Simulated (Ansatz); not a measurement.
## HoSi (Cmcm, No. 63; cell taken from a computed entry)

Computed with r²SCAN+rVV10 (Ansatz, a first-principles code, PAW).

Run with plane-wave cutoff 500 eV, 10×10×10 k mesh, Fermi–Dirac smearing 0.05 eV, spin-polarised start, scalar-relativistic PAW data made under PBE.

Cell (relaxed at this level):

```
HoSi
1.0
    2.11959    -5.23134     0.00000
    2.11959     5.23134     0.00000
    0.00000     0.00000     3.79052
Ho Si
2 2
Direct
  0.14221   0.85779   0.25000
  0.85779   0.14221   0.75000
  0.42457   0.57543   0.25000
  0.57543   0.42457   0.75000
```

| Item | Result |
|---|---|
| equilibrium volume per atom | 21.02 Å³/atom |

Note: the magnetic order was assumed, not searched for or taken from measurement; the relaxation could not lower the start's symmetry, so the cell can be a saddle point above a distorted one; the 4f shell is treated without U or exact exchange, so its levels and filling can be wrong.

Spin–orbit coupling is not included.

Computed values are for the static lattice.

Computing time: very roughly 30 core-minutes.
